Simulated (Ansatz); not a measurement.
ZnS: energy against strain

ZnS (zinc blende, F-43m, 18.576 Å³/atom at rest, cube axes along x, y and z) under a strain ε along a cube axis (axis z), the other axes held. LDA in Ansatz, a plane-wave DFT program (PAW, default set), 420 eV, 11×11×11 Γ-centred mesh, Fermi-Dirac smearing 0.05 eV; ions are relaxed within the symmetry of each cell.

Here s stands for strain and y for E less E0.

```csv
strain (%),E less E0 (meV/atom)
-3.00,?
-1.50,1.53
-1.00,0.67
-0.50,0.16
0.00,0.00
0.50,0.17
1.00,0.68
1.50,1.51
```

Taking a parabola for y over the 7 complete rows: Least squares gives y = -0.002 - 0.0021·s + 0.6767·s². Residuals (row less fit): 0.006, -0.007, -0.008, 0.002, 0.004, 0.007, -0.007; standard error 0.008 (degrees of freedom: 4). Twice the quadratic coefficient over the volume, 2 × 0.6767 meV × 10⁴ × 0.1602 / 18.576 Å³, is the elastic constant C11 = 117 ± 0.6 GPa.

Q: What does the fit predict for y at s = -3.00, and how far is the calculated value from it?

A: y = -0.002 - 0.0021 × (-3.0) + 0.6767 × (-3.0)² = 6.095 meV/atom. The calculation gives 6.21 meV/atom, 0.115 meV/atom above the prediction (1.9 % of the range of y in the table). The row lies outside the fitted rows, so this is an extrapolation. From the scatter of the fitted rows alone, a prediction at this place has a standard error of 0.032 meV/atom, so the miss is 3.6 times that.

One order more, fitted to all 13 runs of the series, follows each within 0.01, so the miss is the next term of a smooth law. Rows are the converged runs of the series near zero and its far end; series whose fitted rows scatter by over a few per cent of the range, as at a crossing or softening among them, aren't shown in this form. Most that stay on the fit to the last digits aren't either.
